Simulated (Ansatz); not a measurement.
We consider LiGeN (P6₃mc, No. 186, 6 atoms in the cell; start mp-1246087), described by r²SCAN (plane waves, PAW; Ansatz, a quantum-chemistry and plane-wave program).

Numerical settings: plane-wave cutoff 560 eV, 12×12×4 k mesh (along the axes of the cell as run), Fermi–Dirac smearing 0.01 eV, scalar-relativistic PAW data made under PBE.

Cell (relaxed with PBEsol):

```
LiGeN
1.0
    2.97924     0.00000     0.00000
   -1.48962     2.58009     0.00000
    0.00000     0.00000     9.32185
Li Ge N
2 2 2
Direct
  0.66667   0.33333   0.74328
  0.33333   0.66667   0.24328
  0.00000   0.00000   0.49784
  0.00000   0.00000   0.99784
  0.33333   0.66667   0.60350
  0.66667   0.33333   0.10350
```

Problem. Give the computed band gap, smallest direct gap on the k points sampled and direct gap at Γ.

Solution. 
band gap: 1.82 eV (indirect)
smallest direct gap on the k points sampled: 2.80 eV
direct gap at Γ: 3.65 eV

Note: cell and atoms aren't relaxed at this level (largest force component 0.23 eV/Å, pressure 0.3 GPa).

Spin–orbit coupling is not included.

A start named mp-… is a Materials Project structure, which need not be a measured phase.
